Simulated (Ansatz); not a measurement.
Input and output of a self-consistent single point for SrNi2As2 (I4mm, 5 atoms in the cell) (Ansatz, a first-principles code)

Method of the run: LDA (PW92), default PAW files made with PBE (plane waves; Ansatz).

The input file:

Ansatz 0.2 input:
```yaml
crystal:
  lattice:
    - [-2.04681300, 2.04681300, 5.52307800]
    - [2.04681300, -2.04681300, 5.52307800]
    - [2.04681300, 2.04681300, -5.52307800]
  atoms:
    - { symbol: Sr, position_ang: [0.00000000, -0.00000000, 0.04999490] }
    - { symbol: Ni, position_ang: [0.00000000, 2.04681300, 2.76153900] }
    - { symbol: Ni, position_ang: [2.04681300, 0.00000000, 2.76153900] }
    - { symbol: As, position_ang: [0.00000000, -0.00000000, 7.12775308] }
    - { symbol: As, position_ang: [-0.00000000, 0.00000000, 3.91840292] }
basis:
  ecutwfc: 420.0
kpoints:
  mp_grid:
    grid: [9, 9, 9]
hamiltonian:
  xc: lda
  pseudopotentials:
    kind: paw
scf:
  occupations:
    method: fermi_dirac
    width: 0.1
output:
  forces: true
  eigenvalues: true
  stress: true
```

Log, with long lists cut:

```
WARN ansatz: RAYON_NUM_THREADS=1 ignored (pool sized by the plan → 1); use --threads N
basis.fft_grid_basis auto: the FFT boxes are laid along the combinations [[1, 0, 1], [0, 1, 1], [0, 0, 1]] of the cell's own vectors, 4.094, 4.094 and 6.236 Å …
Pseudopotentials: kind: paw
Pseudopotential: Sr, paw, valence charge 10
Pseudopotential: Ni, paw, valence charge 18
Pseudopotential: As, paw, valence charge 15
Crystal: 5 atoms, lattice volume = 92.554 Å³
Basis set: ecut = 420 eV, 1807 PW (Γ), FFT grids on a1+a3, a2+a3, a3
Bands: 46, of which v1, the nominal top of the filled ones, is band 38 counted from 1 (37 counted from 0)
Symmetry: 8 space group operations
Space group: I4mm (ITA 107), of the structure as read, at distance tolerance 4.5e-5 Å
k-points: 75 of 729 (time reversal used)
PAW frozen core: Sr, regenerated for the run's functional, and the local potential with it
PAW frozen core: Ni, regenerated for the run's functional, and the local potential with it
PAW frozen core: As, regenerated for the run's functional, and the local potential with it
Initial density: superposition of atomic densities (neutral atoms: chi_scale 0, normalization atom), corrected by the library's trained network
Initial wavefunctions: pseudopotential atomic-orbital guess
Eigensolver: davidson
Functional: x = slater, c = lda
SCF iter   1: F=—  HF=-24541.975340 eV  |F-HF|=—  |Δ(HF+E_count)|=         —  Δρ=1.08e-2  dr2=5.19e-2  ethr=1.77e-3  ⟨swp⟩=7.3  Hψ=14425  notcnv=0  defer=37
all-band conjugate gradients solve this SCF's bands
preconditioner: auto → Kerker (q_TF=auto, 2.640 Å⁻¹)
SCF iter   2: F=—  HF=-24541.969782 eV  |F-HF|=—  |Δ(HF+E_count)|=   5.56e-3  Δρ=4.44e-3  dr2=8.76e-3  ethr=6.83e-5  ⟨swp⟩=2.0  Hψ=5515  notcnv=0  defer=42
SCF iter   3: F=—  HF=-24541.968449 eV  |F-HF|=—  |Δ(HF+E_count)|=   1.33e-3  Δρ=8.57e-4  dr2=8.74e-4  ethr=1.15e-5  ⟨swp⟩=2.2  Hψ=4478  notcnv=0  defer=42
SCF iter   4: F=—  HF=-24541.968283 eV  |F-HF|=—  |Δ(HF+E_count)|=   1.67e-4  Δρ=3.70e-4  dr2=1.70e-4  ethr=1.15e-6  ⟨swp⟩=1.9  Hψ=4943  notcnv=0  defer=42
SCF iter   5: F=—  HF=-24541.968245 eV  |F-HF|=—  |Δ(HF+E_count)|=   3.71e-5  Δρ=2.19e-4  dr2=6.04e-5  ethr=2.23e-7  ⟨swp⟩=2.0  Hψ=4848  notcnv=0  defer=42
SCF iter   6: F=—  HF=-24541.968236 eV  |F-HF|=—  |Δ(HF+E_count)|=   9.85e-6  Δρ=5.22e-5  dr2=6.15e-6  ethr=7.95e-8  ⟨swp⟩=1.3  Hψ=3521  notcnv=0  defer=42
SCF iter   7: F=—  HF=-24541.968235 eV  |F-HF|=—  |Δ(HF+E_count)|=   9.54e-7  Δρ=1.87e-5  dr2=8.03e-7  ethr=8.09e-9  ⟨swp⟩=2.2  Hψ=5353  notcnv=0  defer=42
SCF iter   8: F=—  HF=-24541.968234 eV  |F-HF|=—  |Δ(HF+E_count)|=   2.16e-7  Δρ=7.40e-6  dr2=1.07e-7  ethr=1.06e-9  ⟨swp⟩=2.0  Hψ=5291  notcnv=0  defer=42
SCF iter   9: F=-24541.968234 eV  HF=-24541.968234 eV  |F-HF|=3.23e-8  |Δ(HF+E_count)|=   1.29e-8  Δρ=4.15e-6  dr2=3.67e-8  ethr=1.32e-10  ⟨swp⟩=9.0  Hψ=14389  notcnv=0
SCF 1 converged in 9 iterations: F = -24541.968234 eV  dr2 = 3.67e-8
SCF converged after 9 iterations
Free energy (F): -24541.968234 eV
Harris-Foulkes:  -24541.968234 eV  (|F-HF|=3.23e-8)
Internal energy: -24541.857990 eV  (E = F + TS)
E sigma→0 (E₀):  -24541.913112 eV
Entropy (-TS):   -0.110245 eV (-22.049 meV/atom)
Fermi energy:    12.192501 eV
--- Per-component energies (eV) ---
  E_band       = -1247.456508
  E_kinetic    = 1024.883735
  E_local      = -14404.790588  (includes V_loc(G=0)·N_el)
  E_nonlocal   = 163.074022
  E_hartree    = 6584.997386
  E_xc         = -499.572280
  E_vxc        = -541.238837  (∫ρ·V_xc dr)
  E_paw        = -9240.947326  (= ΣΔE_a)
  E_vpaw       = -659.358672  (= ΣTr[D̂ρ^β])
  E_aug_tail   = 0.000838  (compensation charges beyond the density's cutoff)
  E_ewald      = -8174.816613
  E_core_change = 5.312836  (= ΣΔE_core)
  E_smearing   = -0.110245  (= −TS)
  E_closure    = 0.000000  (closes the sum)
  Σ components = -24541.968234   (vs F -24541.968234, Δ=0.00e0)
--- Forces (eV/Å), atoms counted from 1 ---
  atom   1  Sr     0.00000000     0.00000000    -0.13969130
  atom   2  Ni     0.00000000    -0.00000000     0.04736485
  atom   3  Ni    -0.00000000    -0.00000000     0.04736485
  atom   4  As     0.00000000     0.00000000     0.25791034
  atom   5  As    -0.00000000    -0.00000000    -0.21293252
  max |Σ_I F_I| component: 1.62e-5 eV/Å
--- Stress (GPa, compression-positive) ---
       -6.592835       0.000000       0.000000
        0.000000      -6.592835      -0.000000
        0.000000      -0.000000      -6.418208
  P = ⅓ Tr σ = -6.5346 GPa (-65.346 kbar)
  The stress holds the Pulay correction. Without it, at fixed plane waves, as pw.x and ABINIT print it: P = -6.5736 GPa
--- Band table (eV; the first three rows and the last of 75) ---
  k-point 0: bands = ["-90.1859", "-90.1830", "-51.0569", "-51.0569", "-51.0358", "-51.0358", "-51.0049", "-51.0010", "-23.5630", "-23.5581", "-23.5581", "-23.5573", "-23.5573", "-23.5556", "-23.5255", "-23.5243", "-23.5135", "-23.5111", "-22.9934", [...]
  k-point 1: bands = ["-90.1857", "-90.1832", "-51.0572", "-51.0544", "-51.0384", "-51.0356", "-51.0047", "-51.0012", "-23.5630", "-23.5586", "-23.5582", "-23.5574", "-23.5573", "-23.5555", "-23.5252", "-23.5242", "-23.5134", "-23.5112", "-22.9908", [...]
  k-point 2: bands = ["-90.1853", "-90.1836", "-51.0581", "-51.0480", "-51.0449", "-51.0348", "-51.0041", "-51.0018", "-23.5630", "-23.5599", "-23.5585", "-23.5578", "-23.5570", "-23.5552", "-23.5246", "-23.5239", "-23.5135", "-23.5116", "-22.9843", [...]
  k-point 74: bands = ["-90.1858", "-90.1831", "-51.0563", "-51.0563", "-51.0364", "-51.0364", "-51.0048", "-51.0011", "-23.5639", "-23.5600", "-23.5598", "-23.5557", "-23.5556", "-23.5547", "-23.5256", "-23.5240", "-23.5132", "-23.5113", [...]
```

The run converged in 9 iterations.

The starting cell comes from a database of computed structures (which also holds hypothetical and non-ambient phases and stackings), without a prior relaxation at this level. Its lattice was rescaled by up to half a per cent. One atom was moved a little off its site on purpose. Spin polarisation is off, so a magnetic state, if there is one, cannot be reached. With a pressure of about -7 GPa the cell is away from its equilibrium volume at this level. Ansatz's pressure includes its estimate of the finite-basis (Pulay) stress.

Cost on one core of a shared machine: roughly 30 s.
